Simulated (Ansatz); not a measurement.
Functionals compared on the (21-30) surface of hcp Zn in its 1x1 cell, outermost plane spacing 0.29 Å in the ideal cut, in Ansatz (plane waves, PAW). The structure was relaxed with PBE; the other rows are single points on it, each with its references at the same level. Cutoff 420 eV (500 eV for r2SCAN).

Model: 26-atom slab, 10.7 Å thick at the start, 8x6x1 mesh, Fermi-Dirac 0.1 eV, dipole correction, all atoms relaxed; symmetry of the start imposed; no spin, no spin-orbit, no U. These notes are the PBE run's.

```json
[
 {"functional": "PBE", "surface energy (J/m²)": "0.83", "work function of the top face (eV)": "4.08", "rough cost of the single point": "–"},
 {"functional": "LDA", "surface energy (J/m²)": "1.28", "work function of the top face (eV)": "4.39", "rough cost of the single point": "very roughly 8 core-minutes"},
 {"functional": "PBEsol", "surface energy (J/m²)": "1.15", "work function of the top face (eV)": "4.17", "rough cost of the single point": "about 8 core-minutes (a rough figure)"},
 {"functional": "RPBE", "surface energy (J/m²)": "0.63", "work function of the top face (eV)": "3.93", "rough cost of the single point": "about 8 core-minutes (a rough figure)"},
 {"functional": "r2SCAN", "surface energy (J/m²)": "(withheld)", "work function of the top face (eV)": "(withheld)", "rough cost of the single point": "around 16 core-minutes (rough)"}
]
```

### Question
Complete the blanks.

### Answer

- r2SCAN, surface energy (J/m²): 1.10
- r2SCAN, work function of the top face (eV): 4.14

Ansatz is a quantum-chemistry and plane-wave program.
